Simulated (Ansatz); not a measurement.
Response to strain in hypothetical diamond Os

Base system: Os in the diamond structure (space group Fd-3m, No. 227; a hypothetical phase, not in the database extracts checked; relaxed with 0.1 eV smearing).

```
Os
1.0
    0.00000     2.77837     2.77837
    2.77837     0.00000     2.77837
    2.77837     2.77837     0.00000
Os
2
Direct
  0.25000   0.25000   0.25000
  0.00000   0.00000   0.00000
```

Cartesian axes are those of the cell as printed.

Strains are applied to the cell and any free atomic positions relax.

Levels (all Ansatz, a quantum-chemistry and plane-wave program, PAW): PBE (420 eV, scalar-relativistic without spin-orbit coupling); PBEsol (420 eV, scalar-relativistic without spin-orbit coupling).

The base cell above is that of PBE; each level relaxes its own structures.

Notes on the quantities. energy relative to the base: free energy F.

| case | energy relative to the base, PBE | energy relative to the base, PBEsol |
|---|---|---|
| isotropic strain −3.47 % | +168 meV/atom | +178 meV/atom |
| uniaxial strain ε_yy = +4.73 % | +31 meV/atom | +32 meV/atom |
| uniaxial strain ε_zz = −1.17 % | +2.0 meV/atom | +2.1 meV/atom |

The two levels differ by at most about 9.5 meV/atom. They put the cases in the same order.

Whether these cells are dynamically stable was not tested. All final runs are without spin polarisation.
